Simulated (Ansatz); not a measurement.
Start from SrCoO$_{3}$ in the cubic perovskite structure (space group Pm-3m, No. 221; a = 3.7694 Å; ferromagnetic). Axes: x, y, z lie along the cube axes.

The values are results of plane-wave PAW DFT at the PBEsol level (Ansatz, a first-principles code, 420 eV), scalar-relativistic without spin-orbit coupling, not measurements.

Base values:

```
Quantity                              Result
-----------------------------  -------------
Shortest interatomic distance        1.885 Å
Pressure                             0.0 GPa
Magnetic state                 ferromagnetic
```

One thing is altered: biaxial strain −1.18 %, plane normal [111], relaxed out of plane (Cartesian); in-plane vectors clamped, the third vector and the atoms free.

**Question.** Estimate the effect on the energy relative to the base.

**Answer.** The energy goes up by 3.4 meV/atom.

**Question.** What happens to the shortest interatomic distance?

**Answer.** The shortest interatomic distance drops by 0.010 Å to 1.875 Å.

**Question.** Estimate the effect on the pressure.

**Answer.** The pressure (mean of the normal stresses, compression positive) goes from zero to 2.9 GPa.

**Question.** What does the calculation give for the magnetic state after the change?

**Answer.** The magnetic state stays ferromagnetic.

Without a gap, meshes like the base's 12×12×12 leave anisotropic stresses uncertain by several tenths of a GPa, and small strain energies with them. Stability against distortions was not tested. No Hubbard U is applied and the magnetic state is the run's own (SrCoO3 ferromagnetic); other magnetic orders, which need larger cells, were not tried and can change the gap. Many cubic perovskites are stable only at high temperature; tilts and polar distortions were not tested.
